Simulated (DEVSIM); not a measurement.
System: W/SiO2/p-Si capacitor, at 300 K.

```tsv
layer (left to right)	material	thickness (nm)	Na (cm⁻³)
1	SiO2	3.70	-
2	Si	2500	5.4e16
```

Metal gate on the left, work function 4.6 eV. Fixed charge at the semiconductor interface 0 cm⁻² (in units of +e); interface traps 6.9e11 cm⁻² eV⁻¹, uniform in energy, neutral level at 0.5 of the gap above the valence band.

This is a model device: material constants are rounded textbook-type values typed into the input, and sizes, dopings and lifetimes were drawn at random. Values at 300 K.

```tsv
parameter	SiO2	Si
gap (eV)	9	1.124
affinity (eV)	0.9	4.05
permittivity	3.9	11.7
Nc (cm⁻³)	-	2.86e19
Nv (cm⁻³)	-	3.1e19
```

Model (solved in DEVSIM): 1D Poisson equation in equilibrium, Boltzmann statistics, complete ionisation; no quantum confinement or tunnelling. Metal contacts follow the ideal Schottky-Mott rule: no Fermi-level pinning, no interface dipoles.

The gate work function was swept, all else fixed.

```csv
gate work function (eV),flat-band voltage (V),threshold voltage (band bending 2φF) (V)
4.3,-0.76,0.26
4.45,-0.61,0.41
4.6,-0.46,0.56
4.75,-0.31,0.71
4.9,-0.16,0.86
```

From the first row to the last the flat-band voltage goes from -0.76 to -0.16. From the first row to the last the threshold voltage (band bending 2φF) goes from 0.26 to 0.86.
